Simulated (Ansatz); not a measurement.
# BN, response to strain

Base system: BN in the zinc blende structure (space group F-43m, No. 216; a = 3.581 Å). Axes: x, y, z lie along the cube axes.

Strains are applied to the cell and any free atomic positions relax; under biaxial strain the out-of-plane vector relaxes too.

All numbers come from LDA, PAW, 420 eV (Ansatz, a program for electronic structure; no spin-orbit coupling).

Notes on the quantities. pressure: mean of the normal stresses, compression positive; energy relative to the base: free energy F.

| variant | out-of-plane strain | pressure | energy relative to the base |
|---|---|---|---|
| base | – | -0.01 GPa | 0 meV/atom |
| biaxial strain −2.50 %, plane normal [111], relaxed out of plane | +0.42 % | 20.67 GPa | +26 meV/atom |
| biaxial strain −1.67 %, plane normal [111], relaxed out of plane | ? | ? | ? |
| biaxial strain −0.42 %, plane normal [111], relaxed out of plane | +0.07 % | 3.16 GPa | +0.7 meV/atom |
| biaxial strain +0.42 %, plane normal [111], relaxed out of plane | -0.07 % | -3.04 GPa | +0.7 meV/atom |
| biaxial strain +0.83 %, plane normal [111], relaxed out of plane | -0.14 % | -5.90 GPa | +2.7 meV/atom |
| biaxial strain +1.25 %, plane normal [111], relaxed out of plane | -0.20 % | -8.71 GPa | +6.0 meV/atom |
| biaxial strain +1.67 %, plane normal [111], relaxed out of plane | -0.27 % | -11.41 GPa | +11 meV/atom |
| biaxial strain +2.08 %, plane normal [111], relaxed out of plane | -0.34 % | -13.95 GPa | +16 meV/atom |
| biaxial strain +2.50 %, plane normal [111], relaxed out of plane | -0.40 % | -16.44 GPa | +23 meV/atom |

Problem. Some entries are withheld; estimate them.

Solution. 
- biaxial strain −1.67 %, plane normal [111], relaxed out of plane, out-of-plane strain: +0.28 %
- biaxial strain −1.67 %, plane normal [111], relaxed out of plane, pressure: 13.30 GPa
- biaxial strain −1.67 %, plane normal [111], relaxed out of plane, energy relative to the base: +12 meV/atom

No phonon test of stability was made.
